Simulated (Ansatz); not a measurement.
Charge-transition levels above the valence-band maximum in zinc-blende BN (eV), each at one geometry relaxed with PBE and evaluated in Ansatz (a first-principles code) with PBE, r2SCAN. Host gaps: PBE 4.46 eV, r2SCAN 4.99 eV. Details: 64-site cell; 2×2×2 shifted k-points; charged states image-corrected; no Hubbard U; corrections pass 1 eV, so highly charged states may be off by several tenths; flagged in the runs: for some of the defects a doubtful potential alignment, a strain field that reaches the edge of the cell.

```json
[
 {"defect": "N interstitial started as a split pair with N (+1/0)", "x: PBE (eV)": "1.04", "y: r2SCAN (eV)": "1.36"},
 {"defect": "N vacancy + 1 H (+2/+1)", "x: PBE (eV)": "2.29", "y: r2SCAN (eV)": "2.57"},
 {"defect": "N vacancy + 1 H (+1/0)", "x: PBE (eV)": "2.62", "y: r2SCAN (eV)": "2.99"},
 {"defect": "H on the N site (+1/0)", "x: PBE (eV)": "2.62", "y: r2SCAN (eV)": "2.99"},
 {"defect": "H interstitial started at a bond centre (+1/0)", "x: PBE (eV)": "3.05", "y: r2SCAN (eV)": "3.29"},
 {"defect": "B interstitial (+1/0)", "x: PBE (eV)": "3.55", "y: r2SCAN (eV)": "3.86"},
 {"defect": "Fe on the B site (+1/0)", "x: PBE (eV)": "1.85", "y: r2SCAN (eV)": "?"}
]
```

Problem. Fit a straight line to the 6 complete rows and predict the last.

Solution. Means: x = 2.528, y = 2.843; Sxx = 3.605, Sxy = 3.571. Slope 3.571 / 3.605 = 0.99, intercept 2.843 − 0.99 × 2.528 = 0.34 eV; the rows scatter by 0.06 eV about the line, and R² = 1.00. Prediction: 0.34 + 0.99 × 1.85 = 2.17 eV. The calculation gave 1.84 eV, 0.33 eV below the line, outside twice its scatter.
